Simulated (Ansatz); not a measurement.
# What pressure −2 GPa does to AlRu

Base system: AlRu in the CsCl type structure (space group Pm-3m, No. 221; a = 2.954 Å).

Perturbation: a negative pressure, −2 GPa.

All numbers come from Kohn–Sham DFT with the LDA functional, run in Ansatz (a quantum-chemistry and plane-wave program) with PAW and 420 eV plane waves, scalar-relativistic without spin-orbit coupling. Settings: 16×16×16 k-points, 0.05 eV Fermi–Dirac smearing.

The volume per atom rises by 0.11 Å³ to 13.00 Å³ and the density shrinks by 0.07 g/cm³, from 8.25 g/cm³ to 8.18 g/cm³. The lattice parameter a grows by 0.009 Å (2.954 Å → 2.963 Å) and the shortest interatomic distance increases by 0.008 Å, from 2.558 Å to 2.566 Å. The enthalpy H = E + PV relative to the base's energy is -0.16 eV/atom and the band gap remains zero.

Final structure:

```xyz
2
Lattice="2.9626 0.0000 0.0000 0.0000 2.9626 0.0000 0.0000 0.0000 2.9626" Properties=species:S:1:pos:R:3 pbc="T T T"
Al     1.4813     1.4813     1.4813
Ru     0.0000     0.0000     0.0000
```

Cost of the whole job for the changed cell (relaxation, final SCF and bands): around 18 core-seconds (rough).

Load acts through the strain it causes; cell and atoms are relaxed under it. Stability against distortions was not tested. The final runs are not spin-polarised.
